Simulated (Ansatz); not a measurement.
**AlAs (model structure, within 0.1 Å of P6₂22, No. 180, 6 atoms in the cell): properties by level of theory**

| level (code) | volume per atom (Å³/atom) | enthalpy of formation (eV/atom) |
|---|---|---|
| PBE (Ansatz) | 21.04 | -0.298 |
| PBEsol (Ansatz) | … | … |
| PBE-D3(BJ) (Ansatz) | 20.30 | -0.266 |

### Question
Complete the blanks.

### Answer

- PBEsol (Ansatz, a first-principles code), volume per atom (Å³/atom): 20.41
- PBEsol (Ansatz), enthalpy of formation (eV/atom): -0.281

Ansatz's density-functional and Hartree–Fock values are scalar-relativistic unless marked +SOC, with PAW data made under PBE.

A model structure was made by putting elements into a prototype or built by hand; it is no filed structure, need not be a known phase, and can be a saddle point held by its symmetry.
